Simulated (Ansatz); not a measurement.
We consider fluorite PbF2 (high-temperature phase), described by HSE06 in Ansatz (plane waves, PAW).

Run with plane-wave cutoff 500 eV, 6×6×6 k mesh, gaussian smearing 0.02 eV, scalar-relativistic PAW data made under PBE.

Computed at the level's own relaxed cell.

Problem. Predict the equilibrium volume per atom, lattice parameter a and band gap.

Solution. 
- equilibrium volume per atom = 17.58 Å³/atom
- lattice parameter a = 5.953 Å
- band gap = 5.77 eV (on the SCF k mesh)

Measured, for comparison: equilibrium volume per atom 17.46 Å³/atom, lattice constant a 5.94 Å (temperature not stated, not corrected to a static lattice; as tabulated in Cadelano and Cappellini (2011), arXiv:1107.5962). Computed (rounded) less measured: equilibrium volume per atom +0.7 %, lattice constant a +0.2 %.

Spin–orbit coupling is not included; with these elements it can move the gap by several tenths of an eV or more.

The result took very roughly 5 core-minutes.

Ansatz is a first-principles code.
